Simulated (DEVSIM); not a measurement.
Device: illuminated Si n-on-p cell, one wavelength, with a back-surface field, at 300 K.

```
layer (left to right)  material  thickness (μm)  Nd (cm⁻³)  Na (cm⁻³)  τn (s)  τp (s)  absorption coefficient (cm⁻¹)
---------------------  --------  --------------  ---------  ---------  ------  ------  -----------------------------
1                            Si           0.560     5.6e17          -  4.6e-6  8.7e-7                           1800
2                            Si            27.0          -     2.7e15  2.1e-5  2.1e-5                           1800
3                            Si           0.140          -     2.4e18  2.1e-5  2.1e-5                           1800
```

Left contact: ohmic, minority hole recombination velocity 40 cm/s. Right contact: ohmic, minority electron recombination velocity 1e5 cm/s. Voltage is applied to the left contact. Recombination: SRH at mid-gap, radiative, Auger. Light enters at the left, 2.2e16 photons cm⁻² s⁻¹, one pass, no reflection. Mobility is μmin + (μ − μmin)/(1 + (N/Nref)^α).

Constants are typed, rounded textbook-type inputs, not results; the design itself was drawn at random and stands for no fabricated device. Values at 300 K.

```tsv
parameter	Si
gap (eV)	1.124
affinity (eV)	4.05
permittivity	11.7
Nc (cm⁻³)	2.86e19
Nv (cm⁻³)	3.1e19
μn (cm²/Vs)	1417
μp (cm²/Vs)	470
μn,min	52
μp,min	45
Nref,n	9.7e16
Nref,p	2.2e17
αn	0.68
αp	0.72
B (cm³/s)	4.7e-15
Cn (cm⁶/s)	2.8e-31
Cp (cm⁶/s)	9.9e-32
```

Simulated with DEVSIM: 1D drift-diffusion, Boltzmann statistics, complete ionisation; no tunnelling, impact ionisation, image-force lowering or self-heating.

Task: Tabulate band edges, carrier densities and field at zero bias, in the dark.

Result: Energies count from the Fermi level of the right contact; mesh points crowd at the junctions.

| x (μm) | Ec (eV) | Ev (eV) | n (cm⁻³) | p (cm⁻³) | field (V/cm) |
|---|---|---|---|---|---|
| 0.000 | 0.102 | -1.022 | 5.6e17 | 210 | ≈ 0 |
| 0.03571 | 0.102 | -1.022 | 5.6e17 | 210 | ≈ 0 |
| 0.1198 | 0.102 | -1.022 | 5.6e17 | 210 | ≈ 0 |
| 0.3020 | 0.102 | -1.022 | 5.6e17 | 210 | ≈ 0 |
| 0.4967 | 0.102 | -1.022 | 5.6e17 | 210 | ≈ 0 |
| 0.5483 | 0.106 | -1.018 | 4.7e17 | 250 | 7900 |
| 0.5752 | 0.183 | -0.941 | 2.4e16 | 4900 | 27000 |
| 0.6746 | 0.402 | -0.722 | 5.1e12 | 2.3e7 | 19000 |
| 0.8758 | 0.710 | -0.414 | 3.4e7 | 3.4e12 | 11000 |
| 1.403 | 0.882 | -0.242 | 44000 | 2.6e15 | 80 |
| 2.751 | 0.882 | -0.242 | 43000 | 2.7e15 | ≈ 0 |
| 8.056 | 0.882 | -0.242 | 43000 | 2.7e15 | ≈ 0 |
| 17.82 | 0.882 | -0.242 | 43000 | 2.7e15 | ≈ 0 |
| 23.76 | 0.882 | -0.242 | 43000 | 2.7e15 | ≈ 0 |
| 26.46 | 0.882 | -0.242 | 43000 | 2.7e15 | ≈ 0 |
| 27.14 | 0.883 | -0.241 | 43000 | 2.7e15 | 39 |
| 27.41 | 0.892 | -0.232 | 29000 | 4.0e15 | 1300 |
| 27.52 | 0.930 | -0.194 | 6800 | 1.7e16 | 8700 |
| 27.56 | 1.052 | -0.072 | < 1e2 | 1.9e18 | 21000 |
| 27.60 | 1.058 | -0.066 | < 1e2 | 2.4e18 | ≈ 0 |
| 27.66 | 1.058 | -0.066 | < 1e2 | 2.4e18 | ≈ 0 |
| 27.70 | 1.058 | -0.066 | < 1e2 | 2.4e18 | ≈ 0 |
